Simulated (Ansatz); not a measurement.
## WO3: response to strain

Base system: WO3 (space group Cmcm, No. 63; a cell from a computed database, its experimental status unchecked).

```yaml
crystal:
  lattice:
    - [2.72697, -2.73717, 0.00000]
    - [2.72697, 2.73717, 0.00000]
    - [0.00000, 0.00000, 7.46034]
  atoms:
    - { symbol: W, position: [0.55864, 0.44136, 0.75000] }
    - { symbol: W, position: [0.44136, 0.55864, 0.25000] }
    - { symbol: O, position: [0.50000, 0.50000, 0.50000] }
    - { symbol: O, position: [0.50000, 0.50000, 0.00000] }
    - { symbol: O, position: [0.47915, 0.01772, 0.25000] }
    - { symbol: O, position: [0.52085, 0.98228, 0.75000] }
    - { symbol: O, position: [0.01772, 0.47915, 0.75000] }
    - { symbol: O, position: [0.98228, 0.52085, 0.25000] }
```

Cartesian axes are those of the cell as printed.

Strains are applied to the cell and any free atomic positions relax; under biaxial strain the out-of-plane vector relaxes too; under stress the whole cell relaxes.

Levels (all Ansatz, a program for electronic structure, PAW): PBEsol (420 eV, no spin-orbit coupling); HSE06 (420 eV, no spin-orbit coupling).

Band gaps by level, all at the geometries relaxed with PBEsol:

```json
[
 {"case": "base", "PBEsol": "1.35 eV", "HSE06": "2.59 eV"},
 {"case": "biaxial strain +0.65 %, plane normal [001], relaxed out of plane", "PBEsol": "1.48 eV", "HSE06": "2.73 eV"},
 {"case": "biaxial strain +4.57 %, plane normal [001], relaxed out of plane", "PBEsol": "2.22 eV", "HSE06": "3.51 eV"},
 {"case": "uniaxial strain ε_zz = +0.74 %", "PBEsol": "1.26 eV", "HSE06": "2.50 eV"},
 {"case": "uniaxial stress, 0.5 GPa compression along z", "PBEsol": "1.37 eV", "HSE06": "2.62 eV"}
]
```

Single points use the geometry relaxed with PBEsol. HSE06 gaps are upper bounds (no full band path). With W present, leaving out spin-orbit coupling can change the band edges. Stability under load was not tested beyond the relaxation.
